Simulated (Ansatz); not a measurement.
Consider interstitial Cu in rock-salt TiN, neutral cell. Method: PBE, PAW (plane waves to 420 eV; Ansatz, a program for electronic structure).

Settings: 64 host sites, the relaxed PBE lattice, a 2×2×2 k-point mesh shifted by half a step, smearing 0.10 eV, spin-restricted, no image-charge correction. No zero-point or tunnelling terms. Sites that were not tried may lie lower.

Barriers: single points on a 4×4×4 k-point mesh shifted by half a step at the bands' geometries.

Relaxed starting cell (atoms counted from 1):

```xyz
65
Lattice="8.4938 0.0000 0.0000 0.0000 8.4938 0.0000 0.0000 0.0000 8.4938" Properties=species:S:1:pos:R:3 pbc="T T T"
Ti    -0.0107    -0.0097    -0.0035
Ti    -0.0156    -0.0143     4.2663
Ti    -0.0157     4.2598    -0.0082
Ti    -0.0310     4.2459     4.2524
Ti     4.2588    -0.0144    -0.0083
Ti     4.2453    -0.0301     4.2525
Ti     4.2452     4.2457    -0.0239
Ti     4.4580     4.4585     4.4652
N      2.1260     0.0057     0.0120
N      2.1115    -0.0421     4.2645
N      2.1113     4.2582    -0.0358
N      2.0720     4.2979     4.3041
N      6.3851    -0.0155    -0.0091
N      6.3639     0.0057     4.2499
N      6.3639     4.2435     0.0120
N      6.4116     4.2582     4.2647
Ti    -0.0309     2.1244     2.1308
Ti    -0.0151     2.1107     6.3911
Ti    -0.0152     6.3847     2.1177
Ti    -0.0100     6.3797     6.3857
Ti     4.4573     1.9116     1.9185
Ti     4.2452     2.1243     6.4067
Ti     4.2448     6.4005     2.1312
Ti     4.2585     6.3849     6.3912
N      2.0723     2.0731     2.0794
N      2.1115     2.1121     6.4186
N      2.1114     6.4123     2.1186
N      2.1260     6.3647     6.3712
N      6.4114     2.1121     2.1188
N      6.3639     2.1267     6.3711
N      6.3640     6.3647     2.1332
N      6.3851     6.3858     6.3923
Ti     2.1234    -0.0300     2.1306
Ti     2.1098    -0.0143     6.3915
Ti     1.9108     4.4582     1.9181
Ti     2.1232     4.2458     6.4068
Ti     6.3842    -0.0143     2.1171
Ti     6.3794    -0.0098     6.3864
Ti     6.3996     4.2458     2.1304
Ti     6.3843     4.2599     6.3915
N      0.0047     0.0056     2.1331
N     -0.0163    -0.0155     6.3923
N     -0.0430     4.2581     2.1185
N      0.0049     4.2434     6.3710
N      4.2573    -0.0422     2.1187
N      4.2428     0.0056     6.3712
N      4.2968     4.2976     2.0792
N      4.2574     4.2580     6.4189
Ti     2.1240     2.1240    -0.0237
Ti     1.9113     1.9117     4.4645
Ti     2.1107     6.3847    -0.0079
Ti     2.1238     6.4005     4.2522
Ti     6.3840     2.1106    -0.0079
Ti     6.3995     2.1240     4.2520
Ti     6.3786     6.3795    -0.0029
Ti     6.3842     6.3849     4.2657
N      0.0047     2.1266     0.0119
N     -0.0428     2.1120     4.2645
N     -0.0165     6.3859    -0.0092
N      0.0047     6.3647     4.2499
N      4.2572     2.1121    -0.0357
N      4.2965     2.0730     4.3038
N      4.2427     6.3647     0.0120
N      4.2573     6.4123     4.2646
Cu     3.1846     3.1858     3.1917
```

End state 1 differs by these moves (Å; atoms that move under 0.08 Å are left out):

```
atom  element     Δx     Δy     Δz
----  -------  -----  -----  -----
8          Ti   0.00  -0.43   0.00
10          N   0.00   0.08   0.00
12          N   0.00  -0.11   0.00
21         Ti  -0.21   0.18   0.21
23         Ti   0.21   0.18  -0.21
35         Ti   0.00  -0.43   0.00
45          N   0.00   0.08   0.00
47          N   0.00  -0.11   0.00
50         Ti   0.21   0.18  -0.21
52         Ti  -0.21   0.18   0.21
65         Cu   0.00   2.12   0.00
```

Question: Predict the forward and backward barriers to end state 1 from PBE, PAW.

Answer: forward 1.40 eV, backward 1.40 eV; at the saddle point atom 65 has neighbours 2 N at 1.75; 2 Ti at 2.08 Å. The saddle point's order was not checked, and it lies on a symmetry element of the cell, where a band can be held.
